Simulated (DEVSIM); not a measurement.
Device: Ti/Si3N4/p-Si capacitor, at 400 K.

```
layer (left to right)  material  thickness (nm)  Na (cm⁻³)
---------------------  --------  --------------  ---------
1                         Si3N4            27.0          -
2                            Si            3700     2.4e16
```

Metal gate on the left, work function 4.33 eV. Fixed charge at the semiconductor interface 0 cm⁻² (in units of +e); interface traps 1.4e11 cm⁻² eV⁻¹, uniform in energy, neutral level at 0.5 of the gap above the valence band.

This is a model device: material constants are rounded textbook-type values typed into the input, and sizes, dopings and lifetimes were drawn at random. Values at 300 K; Nc and Nv go as T^1.5, mobilities as T to minus their exponent, the gap by Varshni's rule with the affinity fixed.

```tsv
parameter	Si3N4	Si
gap (eV)	5.1	1.124
affinity (eV)	2.1	4.05
permittivity	7.5	11.7
Nc (cm⁻³)	-	2.86e19
Nv (cm⁻³)	-	3.1e19
Varshni α (eV/K)	-	0.000473
Varshni β (K)	-	636
```

DEVSIM, 1D Poisson equation in equilibrium, Boltzmann statistics, complete ionisation; no quantum confinement or tunnelling. Metal contacts follow the ideal Schottky-Mott rule: no Fermi-level pinning, no interface dipoles.

Base results: minimum of the low-frequency capacitance (μF/cm²) 0.0680; flat-band voltage (V) -0.58; capacitance of the dielectric stack (μF/cm²) 0.246; threshold voltage (band bending 2φF) (V) 0.32.

Problem. What follows from this one change: substrate doping 2.4e+16 → 4.8e+16 cm^-3?

Solution. minimum of the low-frequency capacitance 0.0680 → 0.0794 μF/cm²; flat-band voltage -0.58 → -0.61 V; capacitance of the dielectric stack little changed (0.246 μF/cm²); threshold voltage (band bending 2φF) 0.32 → 0.48 V.

Problem. What follows from this one change: fixed charge 0 → 7.5e+11 cm^-2?

Solution. minimum of the low-frequency capacitance little changed (0.0677 μF/cm²); flat-band voltage -0.58 → -1.07 V; capacitance of the dielectric stack little changed (0.246 μF/cm²); threshold voltage (band bending 2φF) 0.32 → -0.17 V.

Problem. What follows from this one change: interface trap density 1.4e+11 → 1e+10 cm^-2 eV^-1?

Solution. minimum of the low-frequency capacitance 0.0680 → 0.0567 μF/cm²; flat-band voltage -0.58 → -0.56 V; capacitance of the dielectric stack little changed (0.246 μF/cm²); threshold voltage (band bending 2φF) 0.32 → 0.30 V.

Problem. What follows from this one change: temperature 400 → 450 K?

Solution. minimum of the low-frequency capacitance 0.0680 → 0.0731 μF/cm²; flat-band voltage -0.58 → -0.52 V; capacitance of the dielectric stack little changed (0.246 μF/cm²); threshold voltage (band bending 2φF) 0.32 → 0.26 V.

Problem. What follows from this one change: Si3N4 thickness 0.027 → 0.015 μm?

Solution. minimum of the low-frequency capacitance 0.0680 → 0.0781 μF/cm²; flat-band voltage -0.58 → -0.57 V; capacitance of the dielectric stack 0.246 → 0.443 μF/cm²; threshold voltage (band bending 2φF) 0.32 → 0.19 V.
